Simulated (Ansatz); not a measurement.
# Fluorite NiSi2

The numbers are results of PBEsol (Ansatz, a quantum-chemistry and plane-wave program, plane waves, PAW), not measurements.

Numerical settings: plane-wave cutoff 500 eV, 18×18×1 k mesh (along the axes of the cell as run), Fermi–Dirac smearing 0.05 eV, scalar-relativistic PAW data made under PBE.

Cell: relaxed at this level.

```
Property                              Value
--------------------------------  ---------
surface energy of the (111) face  1.24 J/m²
work function of the (111) face     4.59 eV
```

The slab of 18 atoms is relaxed and unreconstructed.

Cost on a shared machine: very roughly 23 core-minutes.
